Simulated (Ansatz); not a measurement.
Start from CdSe in the wurtzite structure (space group P6_3mc, No. 186).

```yaml
crystal:
  lattice:
    - [4.24755, 0.00000, 0.00000]
    - [-2.12377, 3.67848, 0.00000]
    - [0.00000, 0.00000, 6.94096]
  atoms:
    - { symbol: Cd, position: [0.33333, 0.66667, 0.00031] }
    - { symbol: Cd, position: [0.66667, 0.33333, 0.50031] }
    - { symbol: Se, position: [0.33333, 0.66667, 0.37569] }
    - { symbol: Se, position: [0.66667, 0.33333, 0.87569] }
```

Cartesian axes are those of the cell as printed.

Computed with Ansatz (an electronic-structure program), LDA, PAW, cutoff 420 eV, no spin-orbit coupling.

Strains are applied to the cell and any free atomic positions relax.

One change was made to it. Results:

| quantity | base | after |
|---|---|---|
| energy relative to the base (free energy F) | 0 meV/atom | +2.4 meV/atom |
| gap character | direct at Γ | direct at Γ |
| shortest interatomic distance | 4.914 bohr | 4.941 bohr |

Which change produced these results?
A. uniaxial strain ε_zz = +1.20 %
B. uniaxial strain ε_zz = +1.80 %
C. uniaxial strain ε_zz = +2.40 %
D. uniaxial strain ε_zz = +3.00 %

B, uniaxial strain ε_zz = +1.80 %. For comparison, the energy relative to the base in the other runs: uniaxial strain ε_zz = +1.20 % gives +1.1 meV/atom; uniaxial strain ε_zz = +3.00 % gives +6.8 meV/atom; uniaxial strain ε_zz = +2.40 % gives +4.3 meV/atom.

No phonon test of stability was made.
